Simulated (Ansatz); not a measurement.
Defect: interstitial Na in rock-salt MgO, charge state +1. All values below come from PBE, PAW (plane waves to 420 eV; Ansatz, a quantum-chemistry and plane-wave program).

Settings: 64 host sites, the relaxed PBE lattice, a 2×2×2 k-point mesh shifted by half a step, smearing 0.01 eV, spin-restricted, no image-charge correction. No zero-point or tunnelling terms. The charge state is imposed; whether it is stable for some Fermi level was not computed. Sites that were not tried may lie lower.

Relaxed starting cell (atoms counted from 1):

```yaml
crystal:
  lattice:
    - [8.50724, 0.00000, 0.00000]
    - [0.00000, 8.50724, 0.00000]
    - [0.00000, 0.00000, 8.50724]
  atoms:
    - { symbol: Mg, position: [0.99942, 0.99965, 0.00043] }
    - { symbol: Mg, position: [0.99525, 0.99548, 0.50137] }
    - { symbol: Mg, position: [0.99525, 0.50059, 0.99625] }
    - { symbol: Mg, position: [0.99878, 0.50196, 0.50274] }
    - { symbol: Mg, position: [0.50036, 0.99548, 0.99625] }
    - { symbol: Mg, position: [0.50174, 0.99901, 0.50275] }
    - { symbol: Mg, position: [0.50174, 0.50197, 0.99978] }
    - { symbol: Mg, position: [0.52421, 0.52447, 0.52524] }
    - { symbol: O, position: [0.25002, 0.99904, 0.99981] }
    - { symbol: O, position: [0.24814, 0.99620, 0.50258] }
    - { symbol: O, position: [0.24814, 0.50180, 0.99697] }
    - { symbol: O, position: [0.24055, 0.50940, 0.51018] }
    - { symbol: O, position: [0.74992, 0.00004, 0.00081] }
    - { symbol: O, position: [0.75092, 0.99903, 0.50070] }
    - { symbol: O, position: [0.75093, 0.49992, 0.99980] }
    - { symbol: O, position: [0.75375, 0.50180, 0.50258] }
    - { symbol: Mg, position: [0.99877, 0.24822, 0.24899] }
    - { symbol: Mg, position: [0.99525, 0.24959, 0.75547] }
    - { symbol: Mg, position: [0.99525, 0.75470, 0.25037] }
    - { symbol: Mg, position: [0.99942, 0.75053, 0.75130] }
    - { symbol: Mg, position: [0.52420, 0.22573, 0.22650] }
    - { symbol: Mg, position: [0.50174, 0.24821, 0.75195] }
    - { symbol: Mg, position: [0.50175, 0.75118, 0.24898] }
    - { symbol: Mg, position: [0.50036, 0.75471, 0.75548] }
    - { symbol: O, position: [0.24054, 0.24078, 0.24156] }
    - { symbol: O, position: [0.24815, 0.24838, 0.75475] }
    - { symbol: O, position: [0.24814, 0.75398, 0.24915] }
    - { symbol: O, position: [0.25002, 0.75115, 0.75192] }
    - { symbol: O, position: [0.75375, 0.24838, 0.24916] }
    - { symbol: O, position: [0.75092, 0.25026, 0.75193] }
    - { symbol: O, position: [0.75093, 0.75116, 0.25103] }
    - { symbol: O, position: [0.74992, 0.75015, 0.75092] }
    - { symbol: Mg, position: [0.24797, 0.99901, 0.24899] }
    - { symbol: Mg, position: [0.24936, 0.99549, 0.75547] }
    - { symbol: Mg, position: [0.22552, 0.52441, 0.22654] }
    - { symbol: Mg, position: [0.24797, 0.50196, 0.75195] }
    - { symbol: Mg, position: [0.75448, 0.99548, 0.25038] }
    - { symbol: Mg, position: [0.75029, 0.99966, 0.75129] }
    - { symbol: Mg, position: [0.75094, 0.50197, 0.24899] }
    - { symbol: Mg, position: [0.75448, 0.50058, 0.75548] }
    - { symbol: O, position: [0.99880, 0.99903, 0.25103] }
    - { symbol: O, position: [0.99980, 0.00004, 0.75092] }
    - { symbol: O, position: [0.99596, 0.50180, 0.24915] }
    - { symbol: O, position: [0.99880, 0.49992, 0.75192] }
    - { symbol: O, position: [0.50156, 0.99618, 0.24916] }
    - { symbol: O, position: [0.49970, 0.99903, 0.75193] }
    - { symbol: O, position: [0.50921, 0.50945, 0.24151] }
    - { symbol: O, position: [0.50157, 0.50180, 0.75477] }
    - { symbol: Mg, position: [0.24797, 0.24821, 0.99978] }
    - { symbol: Mg, position: [0.22552, 0.22576, 0.52518] }
    - { symbol: Mg, position: [0.24936, 0.75470, 0.99625] }
    - { symbol: Mg, position: [0.24797, 0.75117, 0.50275] }
    - { symbol: Mg, position: [0.75448, 0.24960, 0.99625] }
    - { symbol: Mg, position: [0.75094, 0.24821, 0.50275] }
    - { symbol: Mg, position: [0.75029, 0.75052, 0.00044] }
    - { symbol: Mg, position: [0.75448, 0.75471, 0.50136] }
    - { symbol: O, position: [0.99880, 0.25025, 0.99981] }
    - { symbol: O, position: [0.99596, 0.24838, 0.50257] }
    - { symbol: O, position: [0.99980, 0.75015, 0.00080] }
    - { symbol: O, position: [0.99880, 0.75114, 0.50070] }
    - { symbol: O, position: [0.50156, 0.24838, 0.99697] }
    - { symbol: O, position: [0.50920, 0.24074, 0.51022] }
    - { symbol: O, position: [0.49970, 0.75116, 0.99980] }
    - { symbol: O, position: [0.50157, 0.75399, 0.50258] }
    - { symbol: Na, position: [0.37494, 0.37510, 0.37587] }
```
Cell charge +1.

End state 1 differs by these moves (Å; atoms that move under 0.08 Å are left out):

| atom | element | Δx | Δy | Δz |
|---|---|---|---|---|
| 8 | Mg | -0.42 | 0.00 | 0.00 |
| 12 | O | 0.04 | -0.06 | -0.06 |
| 16 | O | 0.04 | 0.06 | 0.06 |
| 21 | Mg | -0.42 | 0.00 | 0.00 |
| 25 | O | 0.04 | 0.06 | 0.06 |
| 29 | O | 0.04 | -0.06 | -0.06 |
| 35 | Mg | 0.20 | -0.19 | 0.19 |
| 39 | Mg | 0.20 | 0.19 | -0.19 |
| 47 | O | -0.16 | 0.00 | 0.00 |
| 50 | Mg | 0.20 | 0.19 | -0.19 |
| 54 | Mg | 0.20 | -0.19 | 0.19 |
| 62 | O | -0.16 | 0.00 | 0.00 |
| 65 | Na | 2.12 | 0.00 | 0.00 |

What forward and backward barriers to end state 1 does PBE, PAW give?

forward 0.59 eV, backward 0.59 eV; at the saddle point atom 65 has neighbours Mg at 2.05, Mg at 2.07; 2 O at 1.89, 2 O at 2.45 Å. The program found a first-order saddle point.
